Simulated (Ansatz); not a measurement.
Take SrTiO₃ in the cubic perovskite structure (space group Pm-3m, No. 221; a = 3.9070 Å) as the base.

Level of theory: r2SCAN (Ansatz, an electronic-structure program, PAW, no spin-orbit coupling).

Before the change:

* **Smallest direct gap**: 2.63 eV
* **Volume per atom**: 11.93 Å³

Now apply this change: every Sr is replaced by Ba; the structure is relaxed again.

Tabulated Pauling electronegativity and covalent radius: Sr 0.95, 1.95 Å; Ba 0.89, 2.15 Å.

**Question.** Estimate the effect on the smallest direct gap and volume per atom.

**Answer.** The smallest direct gap drops by 0.35 eV (2.63 eV → 2.28 eV); the volume per atom rises by 0.816 Å³ to 12.74 Å³.

Stability against distortions was not tested. All final runs are without spin polarisation. Many cubic perovskites are stable only at high temperature; tilts and polar distortions were not tested. This is not the structure that BaTiO3 has at room temperature and ambient pressure.
